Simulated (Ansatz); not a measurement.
Consider Ta in the bcc (W type) structure (space group Im-3m, No. 229; relaxed with 0.1 eV smearing).

```yaml
crystal:
  lattice:
    - [-1.65304, 1.65304, 1.65304]
    - [1.65304, -1.65304, 1.65304]
    - [1.65304, 1.65304, -1.65304]
  atoms:
    - { symbol: Ta, position: [0.00000, 0.00000, 0.00000] }
```

All numbers come from plane-wave PAW DFT at the r2SCAN level (Ansatz, a first-principles code, 500 eV), spin-orbit coupling left out.

Base values:

```
Quantity   Result
--------  -------
Pressure  0.0 GPa
```

Modification: the cell is scaled by 1.0150 in all directions; the atoms relax in the strained cell.

Question: What does the calculation give for the pressure after the change?

Answer: The pressure goes from zero to -8.3 GPa.

Question: How does this affect the energy relative to the base?

Answer: The energy rises by 22 meV/atom.

Whether these cells are dynamically stable was not tested. The final runs are not spin-polarised.
